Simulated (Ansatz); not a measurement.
The starting structures come from a database of crystals and need not be the phases stable at ambient conditions.

 Where the default PAW files enter, the runs use the earlier of Ansatz's two default sets.

Here is the system:

```
CELL_PARAMETERS angstrom
      5.81545     0.00000     0.00000
     -1.93848     5.48286     0.00000
      1.93848     2.74143     4.74829
ATOMIC_POSITIONS crystal
  Hf 0.12500 0.75000 0.12500
  Hf 0.25000 0.62500 0.62500
  Hf 0.37500 0.25000 0.37500
  Hf 0.75000 0.87500 0.87500
  Hf 0.87500 0.12500 0.25000
  Hf 0.62500 0.37500 0.75000
  N  0.50000 0.00000 0.63366
  N  0.00000 0.86634 0.50000
  N  0.13366 0.13366 0.86634
  N  0.86634 0.50000 0.00000
  N  0.00000 0.36634 0.50000
  N  0.50000 0.00000 0.13366
  N  0.36634 0.50000 0.00000
  N  0.63366 0.63366 0.36634
```

Space group of this cell: I-43d. The cell is taken as given; by r2SCAN its mean pressure is -2.1 GPa.

Calculation: r2SCAN (plane waves, PAW; Ansatz, a quantum-chemistry and plane-wave program).

The current runs along the normal of the first two printed vectors; no spin-orbit coupling. Scaled by the factor s: the length along the current (ions clamped). The meshes follow the cell: 8×8×8 and 6×6 across at s = 0.97, 6×6×6 and 6×6 across at s = 1.00, 6×6×6 and 6×6 across at s = 1.03.

```tsv
s	mean pressure (GPa)	slowest mid-gap decay constant κ (1/Å)
0.97	7.3	0.190
1.00	-2.1	0.201
1.03	-9.8	?
```

Q: Take the slope of the slowest mid-gap decay constant κ against ln s from the two given rows, extrapolate to s = 1.03, and say what the run there gives.

A: Slope = (0.190 − 0.201) / ln 0.97 = 0.361 1/Å. The line gives 0.201 + (0.361) × ln 1.03 = 0.212 1/Å. The run gives 0.213 1/Å, 0.001 1/Å over the line, 12 % of the predicted step.
